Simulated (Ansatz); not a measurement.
Phonon-limited resistivity of Rh$_{3}$Sb (Pm-3m) against temperature in μΩ·cm, PBEsol, DFPT electron-phonon coupling, linearised Boltzmann equation (Ansatz, a quantum-chemistry and plane-wave program), harmonic crystal at a fixed cell.

```csv
T,ρ
50 K,0.70
77 K,[?]
100 K,[?]
150 K,8.3
200 K,12.0
250 K,15.6
273 K,17.3
300 K,19.2
350 K,23
400 K,26
500 K,33
600 K,40
```

Question: What belongs in the gaps?

Answer: 
- 77 K, ρ: 2.4
- 100 K, ρ: 4.3

A metal at this level (no band gap). Only scattering by harmonic phonons is included (no impurities, grain boundaries, electron-electron scattering or thermal expansion). Spin-orbit coupling is left out. Halving the electron mesh (24x24x24) moves the resistivity by up to 4 %. Smearing 0.20 eV; phonons on a 4x4x4 q mesh, which this run doesn't test and which matters most at low temperature.

Computed structure with no diffraction record at hand here (it may be known, metastable or hypothetical): Rh3Sb (Pm-3m).
